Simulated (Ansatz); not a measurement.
# A computed series for Mo: pressure series

Base system: Mo in the bcc (W type) structure (space group Im-3m, No. 229; a = 3.1296 Å).

Cell and atoms are relaxed at each pressure.

Level of theory: PBEsol (Ansatz, a first-principles code, PAW, no spin-orbit coupling).

Notes on the quantities. enthalpy: H = E + PV relative to the base's energy.

```json
[
 {"change": "base", "enthalpy": "–", "lattice parameter a": "3.130 Å"},
 {"change": "pressure −2 GPa", "enthalpy": "-0.19 eV/atom", "lattice parameter a": "3.137 Å"},
 {"change": "pressure −1 GPa", "enthalpy": "-0.10 eV/atom", "lattice parameter a": "3.133 Å"},
 {"change": "pressure 0.9 GPa", "enthalpy": "+0.09 eV/atom", "lattice parameter a": "3.126 Å"},
 {"change": "pressure 2.1 GPa", "enthalpy": "+0.20 eV/atom", "lattice parameter a": "3.122 Å"},
 {"change": "pressure 4.5 GPa", "enthalpy": "+0.43 eV/atom", "lattice parameter a": "3.113 Å"},
 {"change": "pressure 9 GPa", "enthalpy": "+0.85 eV/atom", "lattice parameter a": "3.098 Å"},
 {"change": "pressure 15 GPa", "enthalpy": "+1.40 eV/atom", "lattice parameter a": "3.080 Å"},
 {"change": "pressure 22.5 GPa", "enthalpy": "+2.08 eV/atom", "lattice parameter a": "3.058 Å"},
 {"change": "pressure 30 GPa", "enthalpy": "+2.74 eV/atom", "lattice parameter a": "3.038 Å"}
]
```

Load acts through the strain it causes; cell and atoms are relaxed under it. No phonon test of stability was made. No other phases were tried under pressure. All final runs are without spin polarisation.
